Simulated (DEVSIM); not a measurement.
System: abrupt Si p-n junction, at 350 K.

```
layer (left to right)  material  thickness (μm)  Nd (cm⁻³)  Na (cm⁻³)  τn (s)  τp (s)
---------------------  --------  --------------  ---------  ---------  ------  ------
1                            Si           0.220          -     6.6e15  1.4e-5  1.4e-5
2                            Si            1.00     2.4e17          -  1.4e-5  1.4e-5
```

Left contact: ohmic. Right contact: ohmic. Voltage is applied to the left contact. Recombination: SRH at mid-gap. Mobility is constant in doping.

Constants are typed, rounded textbook-type inputs, not results; the design itself was drawn at random and stands for no fabricated device. Values at 300 K; Nc and Nv go as T^1.5, mobilities as T to minus their exponent, the gap by Varshni's rule with the affinity fixed.

```tsv
parameter	Si
gap (eV)	1.124
affinity (eV)	4.05
permittivity	11.7
Nc (cm⁻³)	2.86e19
Nv (cm⁻³)	3.1e19
μn (cm²/Vs)	1417
μp (cm²/Vs)	470
T exponent of μn	2.3
T exponent of μp	2.2
Varshni α (eV/K)	0.000473
Varshni β (K)	636
```

Simulated with DEVSIM: 1D drift-diffusion, Boltzmann statistics, complete ionisation; no tunnelling, impact ionisation, image-force lowering or self-heating.

Task: Give the small-signal capacitance in reverse bias (quasi-static).

Result: 
| V (V) | C (nF/cm²) |
|---|---|
| -0.1 | 45.3 |
| -0.25 | 44.7 |
| -0.5 | 44.0 |
| -0.75 | 43.4 |
| -1 | 42.8 |
| -1.5 | 41.9 |
| -2 | 41.0 |
| -2.5 | 40.1 |
| -3.25 | 39.0 |
| -4 | 37.9 |
| -5 | 36.6 |
